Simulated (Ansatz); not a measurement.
Electronic density of states of amorphous Ta36Si16N48, density 10.89 g/cm³, on a 2×2×2 Γ-centred mesh with a Gaussian width of 0.1 eV; energies count from the Fermi level. Cell and mesh are small, so fine structure isn't converged. Level of theory: PBE, scalar-relativistic without spin-orbit coupling (plane waves to 420 eV, PAW; Ansatz, an electronic-structure program). Sampling: a 2×2×2 Γ-centred mesh; Fermi-Dirac width 0.1 eV; no spin polarisation. The usual formal charges leave 100 electrons over, so the level spacing at the Fermi energy parts defect or band states and needn't be the band gap.

Preparation: random packing, a CHGNet melt and quench, and a DFT relaxation. N atoms were pushed apart under 1.9 Å during the dynamics, to hinder bonds among them. The hot cell started wider than the set density and was brought back towards it in steps. It is the lowest in DFT energy of 4 quenches. It is a model cell: composition and starting density were chosen by hand, and all elements were melted together. No dispersion term was used. Its density started from a set value of 10.88 and ended at 10.89 g/cm³. The quench (nominally 120 K/ps over its main leg) was far faster than any real one, so the model tends to hold more defects than a real film. A cell of this size samples the disorder only roughly. The volume was held where the preparation left it and the shape relaxed, at a PBE pressure of 7.1 GPa. Stress components on the final sampling reach 7.2 GPa. On a 2×2×2 Γ-centred mesh force components of up to 0.26 eV/Å stay, since the relaxation ran on one k-point at (1/4, 1/4, 1/4).

| E - EF (eV) | states/(eV atom) |
|---|---|
| -12.00 | 0.00 |
| -11.90 | 0.00 |
| -11.80 | 0.00 |
| -11.70 | 0.00 |
| -11.60 | 0.00 |
| -11.50 | 0.00 |
| -11.40 | 0.00 |
| -11.30 | 0.00 |
| -11.20 | 0.00 |
| -11.10 | 0.00 |
| -11.00 | 0.00 |
| -10.90 | 0.00 |
| -10.80 | 0.00 |
| -10.70 | 0.03 |
| -10.60 | 0.10 |
| -10.50 | 0.08 |
| -10.40 | 0.09 |
| -10.30 | 0.08 |
| -10.20 | 0.04 |
| -10.10 | 0.10 |
| -10.00 | 0.11 |
| -9.90 | 0.11 |
| -9.80 | 0.06 |
| -9.70 | 0.10 |
| -9.60 | 0.18 |
| -9.50 | 0.13 |
| -9.40 | 0.10 |
| -9.30 | 0.10 |
| -9.20 | 0.14 |
| -9.10 | 0.16 |
| -9.00 | 0.10 |
| -8.90 | 0.11 |
| -8.80 | 0.15 |
| -8.70 | 0.11 |
| -8.60 | 0.11 |
| -8.50 | 0.14 |
| -8.40 | 0.15 |
| -8.30 | 0.19 |
| -8.20 | 0.22 |
| -8.10 | 0.23 |
| -8.00 | 0.22 |
| -7.90 | 0.25 |
| -7.80 | 0.31 |
| -7.70 | 0.33 |
| -7.60 | 0.38 |
| -7.50 | 0.41 |
| -7.40 | 0.40 |
| -7.30 | 0.42 |
| -7.20 | 0.44 |
| -7.10 | 0.44 |
| -7.00 | 0.46 |
| -6.90 | 0.46 |
| -6.80 | 0.47 |
| -6.70 | 0.49 |
| -6.60 | 0.55 |
| -6.50 | 0.58 |
| -6.40 | 0.56 |
| -6.30 | 0.55 |
| -6.20 | 0.58 |
| -6.10 | 0.57 |
| -6.00 | 0.59 |
| -5.90 | 0.63 |
| -5.80 | 0.61 |
| -5.70 | 0.59 |
| -5.60 | 0.61 |
| -5.50 | 0.59 |
| -5.40 | 0.56 |
| -5.30 | 0.53 |
| -5.20 | 0.57 |
| -5.10 | 0.57 |
| -5.00 | 0.54 |
| -4.90 | 0.56 |
| -4.80 | 0.57 |
| -4.70 | 0.56 |
| -4.60 | 0.54 |
| -4.50 | 0.55 |
| -4.40 | 0.58 |
| -4.30 | 0.58 |
| -4.20 | 0.59 |
| -4.10 | 0.63 |
| -4.00 | 0.66 |
| -3.90 | 0.60 |
| -3.80 | 0.54 |
| -3.70 | 0.57 |
| -3.60 | 0.57 |
| -3.50 | 0.55 |
| -3.40 | 0.54 |
| -3.30 | 0.52 |
| -3.20 | 0.50 |
| -3.10 | 0.42 |
| -3.00 | 0.41 |
| -2.90 | 0.45 |
| -2.80 | 0.41 |
| -2.70 | 0.36 |
| -2.60 | 0.33 |
| -2.50 | 0.30 |
| -2.40 | 0.30 |
| -2.30 | 0.28 |
| -2.20 | 0.31 |
| -2.10 | 0.29 |
| -2.00 | 0.26 |
| -1.90 | 0.28 |
| -1.80 | 0.28 |
| -1.70 | 0.28 |
| -1.60 | 0.29 |
| -1.50 | 0.32 |
| -1.40 | 0.30 |
| -1.30 | 0.29 |
| -1.20 | 0.30 |
| -1.10 | 0.32 |
| -1.00 | 0.33 |
| -0.90 | 0.32 |
| -0.80 | 0.33 |
| -0.70 | 0.34 |
| -0.60 | 0.33 |
| -0.50 | 0.32 |
| -0.40 | 0.33 |
| -0.30 | 0.32 |
| -0.20 | 0.30 |
| -0.10 | 0.28 |
| 0.00 | 0.25 |
| 0.10 | 0.24 |
| 0.20 | 0.30 |
| 0.30 | 0.32 |
| 0.40 | 0.35 |
| 0.50 | 0.34 |
| 0.60 | 0.32 |
| 0.70 | 0.32 |
| 0.80 | 0.35 |
| 0.90 | 0.38 |
| 1.00 | 0.38 |
| 1.10 | 0.39 |
| 1.20 | 0.40 |
| 1.30 | 0.42 |
| 1.40 | 0.44 |
| 1.50 | 0.48 |
| 1.60 | 0.49 |
| 1.70 | 0.50 |
| 1.80 | 0.51 |
| 1.90 | 0.53 |
| 2.00 | 0.57 |
| 2.10 | 0.53 |
| 2.20 | 0.45 |
| 2.30 | 0.46 |
| 2.40 | 0.53 |
| 2.50 | 0.54 |
